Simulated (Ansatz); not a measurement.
Cost and result by functional for the surface energy of the (321) surface of beta tin in its 1x1 cell, outermost plane spacing 1.10 Å in the ideal cut, in Ansatz (plane waves, PAW). Single points on the PBE structure, on one kind of machine; costs are rough ratios of the slab run's core time (references not counted) to the cheapest single point. r2SCAN's cost holds its higher cutoff (500 against 420 eV). Differences are taken against r2SCAN for comparison alone: no measured value is at hand, so the table doesn't rank accuracy.

Slab: 16 atoms, 11.4 Å thick at the start; k 9x5x1, smearing 0.1 eV, dipole-corrected; all atoms relaxed; held to the start's symmetry, so lower structures may exist; no spin, no spin-orbit, no U. These notes are the PBE run's.

| functional | relative cost | surface energy (J/m²) | less r2SCAN (J/m²) |
|---|---|---|---|
| RPBE | 1 | 0.32 | -0.28 |
| LDA | 1 | 0.62 | 0.02 |
| PBEsol | 1 | 0.55 | -0.05 |
| r2SCAN | 2 | 0.60 | 0.00 |
| PBE (the relaxed run's value) | – | 0.43 | -0.17 |

The values span 0.30 J/m², while the single points' costs differ by a factor of roughly 2. Differences are of unrounded values.

Ansatz is a program for electronic structure.
